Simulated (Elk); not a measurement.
Elk run on FePt (P4/mmm, 2 atoms in the cell): self-consistent single point.

Computed with PBEsol, all-electron FP-LAPW, Elk's shipped species files, APW+lo basis with extra local orbitals (Elk).

```yaml
crystal:
  lattice:
    - [2.68708, 0.00000, 0.00000]
    - [0.00000, 2.68708, 0.00000]
    - [0.00000, 0.00000, 3.68130]
  atoms:
    - { symbol: Fe, position: [0.00000, 0.00000, 0.00000], spin: 4.0 }
    - { symbol: Pt, position: [0.50000, 0.50000, 0.50000], spin: 1.0 }
```
(The spins are starting values, not results.)

Reference input (self-consistent single point, DFT, PBE, all-electron FP-LAPW, Elk's shipped species files, APW+lo basis with extra local orbitals): xctype = 20; spinpol = true; rgkmax = 8; stype = 0; swidth = 0.00367493 Ha; ngridk = 12 12 9; reducebf = 0.5; gmaxvr = 14 1/bohr; nxlo = 2; lorbcnd = true; rmtscf = 0.85; lmaxi = 2. This run's input differs from it in these lines:

```diff
@@ -4,3 +4,3 @@
 xctype
-  20
+  22
```

Output, abridged:

```
│ Self-consistent loop started │
│ Loop number : 1 │
 total energy                :     -19679.2762064
 total moment                :    3.429331388
│ Loop number : 2 │
 total energy                :     -19682.4634643
 total moment                :    3.494219392
RMS change in Kohn-Sham potential (target) :    3.565488011     (  0.1000000000E-05)
Absolute change in total energy (target)   :    3.187257935     (  0.1000000000E-03)
│ Loop number : 3 │
 total energy                :     -19675.1796536
 total moment                :    3.215640543
RMS change in Kohn-Sham potential (target) :    3.590873125     (  0.1000000000E-05)
   [... lines left out ...]
│ Loop number : 21 │
 total energy                :     -19713.3281233
 total moment                :   -3.205226939
RMS change in Kohn-Sham potential (target) :   0.2609750281E-05 (  0.1000000000E-05)
Absolute change in total energy (target)   :   0.2202572432E-04 (  0.1000000000E-03)
│ Loop number : 22 │
 total energy                :     -19713.3280289
 total moment                :   -3.205240528
RMS change in Kohn-Sham potential (target) :   0.6332973347E-06 (  0.1000000000E-05)
Absolute change in total energy (target)   :   0.8890144454E-04 (  0.1000000000E-03)
Convergence targets achieved

│ Loop number : 23 │

Energies :
 Fermi                       :     0.444416620139
 xc effective B-field        :    -0.165305359664
 external B-field            :      0.00000000000
 total energy                :     -19713.3280522
 (external B-field energy excluded from total)

Density of states at Fermi energy :    38.10302422
 (states/Hartree/unit cell)

Estimated indirect band gap :   0.1558163020E-03
 from k-point    110 to k-point     46
Estimated direct band gap   :   0.4262614780E-02
 at k-point    127

Charges :
 core                        :    58.00000000
 valence                     :    46.00000000
 interstitial                :    3.709903998
 muffin-tins (core leakage)
  species :    1 (Fe)
   atom    1                 :    24.11105096     (  0.8490808057E-10)
  species :    2 (Pt)
   [... lines left out ...]
 total charge                :    104.0000000
 error                       :   0.7305310556E-03

Moments :
 interstitial                :  -0.1737995726E-01
 muffin-tins
  species :    1 (Fe)
   atom    1                 :   -2.813723192
  species :    2 (Pt)
   atom    1                 :  -0.3741263380
 total in muffin-tins        :   -3.187849530
 total moment                :   -3.205229487

│ Self-consistent loop stopped │
```

The run converged in 23 iterations. The count includes the last loop, which Elk runs after its targets are met. Against the reference run the size of the net moment stays at 1.60 μB/atom.

The starting cell comes from a database of computed structures (which also holds hypothetical and non-ambient phases and stackings), without a prior relaxation at this level. Its lattice was rescaled by a random factor within 2.5 % of one. Spin-orbit coupling is off. The magnetic order is the one reached from the typed start; others were not searched systematically. Values depend on the basis (sphere radii, cutoffs, local orbitals), which need not be converged. The log's line on a gap gives a spacing of levels on this mesh, which the program prints for metals too.

Cost on one core of a shared machine: roughly 2 min.
